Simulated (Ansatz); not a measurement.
The reference is Cs in the bcc (W type) structure (space group Im-3m, No. 229).

```yaml
crystal:
  lattice:
    - [-3.00531, 3.00531, 3.00531]
    - [3.00531, -3.00531, 3.00531]
    - [3.00531, 3.00531, -3.00531]
  atoms:
    - { symbol: Cs, position: [0.00000, 0.00000, 0.00000] }
```

Level of theory: Ansatz (a quantum-chemistry and plane-wave program) PBEsol, spin-orbit coupling left out.

One change was made to it. Results:

```tsv
quantity	base	after
density	2.03 g/cm³	3.92 g/cm³
band gap	zero	zero
```

Q: Name the change that was made.
A. Cs → Yb
B. Cs → Na
C. Cs → Ba

A: C, Cs → Ba. For comparison, the density in the other runs: Cs → Na gives 1.05 g/cm³; Cs → Yb gives 9.06 g/cm³.

The state of the 4f shell was not checked for lower solutions. No phonon test of stability was made. For Yb in this form, whether it has been made was not checked. Seeded moments were not kept for Cs → Yb. The final runs are not spin-polarised. This is not the structure that Yb has at room temperature and ambient pressure.
